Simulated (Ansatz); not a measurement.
## ScAl2: pressure series

Take ScAl₂ in the cubic Laves (MgCu2 type) structure (space group Fd-3m, No. 227; a cell from a computed database, its experimental status unchecked) as the base.

```xyz
6
Lattice="0.0000 3.7637 3.7637 3.7637 0.0000 3.7637 3.7637 3.7637 0.0000" Properties=species:S:1:pos:R:3 pbc="T T T"
Sc     0.0000     0.0000     0.0000
Sc     1.8819     1.8819     1.8819
Al     4.7046     4.7046     4.7046
Al     4.7046     2.8228     2.8228
Al     2.8228     2.8228     4.7046
Al     2.8228     4.7046     2.8228
```

Cell and atoms are relaxed at each pressure.

Calculations: PBEsol, PAW, 420 eV (Ansatz, a quantum-chemistry and plane-wave program; without spin-orbit coupling).

Two rows of this table had their results exchanged by mistake.

```csv
pressure,volume per atom (Å³),shortest distance (Å),band gap
pressure −2 GPa,18.18,2.682,zero
pressure −1 GPa,17.97,2.671,zero
pressure 0.3 GPa,17.71,2.658,zero
pressure 0.7 GPa,17.64,2.655,zero
pressure 1.5 GPa,16.24,2.582,zero
pressure 3 GPa,17.24,2.634,zero
pressure 5 GPa,16.92,2.618,zero
pressure 7.5 GPa,16.56,2.600,zero
pressure 10 GPa,17.49,2.647,zero
```

### Question
Which two?

### Answer
The rows for pressure 1.5 GPa and pressure 10 GPa: the volume has to fall steadily with pressure, so 17.49 Å³ belongs to pressure 1.5 GPa and 16.24 Å³ to pressure 10 GPa.

Load acts through the strain it causes; cell and atoms are relaxed under it. Stability against distortions was not tested. No other phases were tried under pressure. The final runs are not spin-polarised. ScAl2 has a high density of states at the Fermi level and may be magnetic at this level.
